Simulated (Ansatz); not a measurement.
Partial pair distribution functions of a relaxed model of amorphous Si₂₄O₄₈H₂, broadened by 0.06 Å; density 2.04 g/cm³. Level of theory: PBE, scalar-relativistic without spin-orbit coupling (plane waves to 420 eV, PAW; Ansatz, a quantum-chemistry and plane-wave program). The usual formal charges leave 2 electrons over, so the level spacing at the Fermi energy parts defect or band states and needn't be the band gap.

It comes from a melt-quench run on a machine-learned potential (CHGNet), relaxed afterwards by DFT. O atoms were pushed apart under 1.9 Å during the dynamics, to hinder bonds among them. The hot cell started wider than the set density and was brought back towards it in steps. It is the lowest in DFT energy of 2 quenches. It is a model cell: composition and starting density were chosen by hand, and all elements were melted together. No dispersion term was used. Its density started from a set value of 2.18 and ended at 2.04 g/cm³. Cooling (nominally 800 K/ps over its main leg) ran many orders faster than in experiment, which tends to leave more defects and strain. Values belong to this one cell and scatter from quench to quench. Volume and shape were free in the relaxation.

```tsv
r (Å)	g Si-O	g O-H	g Si-Si	g O-O
0.75	0.00	0.01	0.00	0.00
0.85	0.00	1.11	0.00	0.00
0.95	0.00	10.82	0.00	0.00
1.05	0.00	7.58	0.00	0.00
1.15	0.00	0.38	0.00	0.00
1.25	0.00	0.00	0.00	0.00
1.35	0.00	0.00	0.00	0.00
1.45	0.30	0.00	0.00	0.00
1.55	7.72	0.00	0.00	0.00
1.65	16.38	0.02	0.00	0.00
1.75	3.65	0.79	0.00	0.00
1.85	0.53	1.83	0.00	0.00
1.95	0.07	0.26	0.00	0.00
2.05	0.00	0.00	0.00	0.00
2.15	0.00	0.00	0.00	0.00
2.25	0.00	0.00	0.10	0.06
2.35	0.00	0.00	1.03	0.31
2.45	0.00	0.00	0.94	0.28
2.55	0.00	0.01	0.17	2.37
2.65	0.00	0.27	0.00	7.18
2.75	0.00	1.07	0.05	4.11
2.85	0.00	1.20	0.89	1.45
2.95	0.07	1.21	2.68	0.53
3.05	0.22	2.02	4.04	0.28
3.15	0.40	0.91	3.87	0.34
3.25	0.60	0.35	1.88	0.46
3.35	0.60	1.11	0.26	0.32
3.45	1.00	0.92	0.04	0.54
3.55	1.09	1.37	0.17	0.69
3.65	1.53	1.51	0.12	0.62
3.75	1.70	0.77	0.23	0.70
3.85	1.66	1.27	0.15	0.66
3.95	1.54	0.87	0.26	0.80
4.05	1.87	0.78	0.72	0.69
4.15	2.18	0.34	0.99	0.70
4.25	1.86	0.29	0.96	0.59
4.35	1.04	0.92	1.19	0.72
4.45	0.72	1.10	1.05	0.99
4.55	0.54	1.10	0.90	1.05
4.65	0.68	1.30	0.59	1.19
4.75	0.71	1.16	1.05	1.36
4.85	0.66	0.79	1.28	1.45
4.95	0.69	1.02	1.18	1.54
```

Within 2.00 Å each Si has 3.96 O neighbours on average.
